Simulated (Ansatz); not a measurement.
## Thermal expansion of MoP (P-6m2, relaxed from the WC type)

Method: the quasi-harmonic free energy, PBE density-functional theory in Ansatz (plane waves, PAW); phonon mesh 3×3×3, k mesh 12×12×12. The cell was generated from a structure type, relaxed within its symmetry, and need not be the phase found at ambient conditions. The run noted for some of its cells that some bands missed the eigensolver's tolerance.

```tsv
T (K)	α_a (10⁻⁶/K)	α_c (10⁻⁶/K)	C_P (J/mol/K)	bulk modulus B_T (GPa)	γ
100	2.9	1.2	17.9	212	1.44
200	5.4	3.8	36.2	210	1.51
300	6.5	4.9	43.5	208	1.53
400	7.1	5.4	46.9	206	1.54
500	7.5	5.6	48.8	204	1.55
600	7.8	5.7	50.1	202	1.56
700	8.1	5.8	51.1	199	1.56
800	8.3	5.8	51.8	197	1.57
900	8.6	5.9	52.5	195	1.58
1000	8.8	5.9	53.1	193	1.58
```

The conventional lattice constants at 300 K comes out as a = 3.249 Å, c = 3.202 Å, the entropy at 300 K is 43.9 J/(mol K) and the adiabatic bulk modulus at 300 K is 210 GPa. The bulk modulus without vibrations is 215 GPa and the zero-point volume expansion comes out as 0.42 %.

Values include zero-point motion; explicit anharmonicity at fixed volume is left out.

Whether this phase is the stable one at each condition was not tested.

Ansatz is a program for electronic structure.
